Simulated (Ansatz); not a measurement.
An Ansatz (a quantum-chemistry and plane-wave program) input (r2SCAN, PAW, 500 eV (Ansatz; no SOC), earlier PAW set):

Ansatz 0.2 input:
```yaml
crystal:
  lattice:
    - [0, 2.235082876, 2.235082876]
    - [2.235082876, 0, 2.235082876]
    - [2.235082876, 2.235082876, 0]
  atoms:
    - { symbol: Ce, position: [0, 0, 0] }
basis: { ecutwfc: 500, ecutrho_ratio: 4, xc_grid: 4, fft_grid_basis: typed }
kpoints: { mp_grid: { grid: [17, 17, 17] } }
hamiltonian:
  xc: r2scan
  dispersion: none
  pseudopotentials: { azcp: { folder: ./paw }, kind: paw }
scf: { occupations: { method: fermi_dirac, width: 0.05 } }
relax: { f_tol: 0.01, max_steps: 60, cell: { stress_tol: 0.02, p_target: 10 } }
output: { forces: true, stress: true }
checkpoint: { write: state.ck, write_every: 1000 }
```

Which symmetry and how many k-points will the program report, and about how many plane waves at Γ?

Space group Fm-3m (ITA 225) with 48 operations, k-points 165 of 4913, and 537 plane waves at Γ.

And the final pressure?

9.99 GPa (compression positive).

The 4f electrons are in the valence with no U and their state was not checked, so volumes and moments can be off. Load acts through the strain it causes; cell and atoms are relaxed under it. No phonon test of stability was made. Competing high-pressure phases were not computed. All final runs are without spin polarisation. The cell was made from Ce in the fcc (Cu type) structure (space group Fm-3m, No. 225) by this change: pressure 10 GPa.
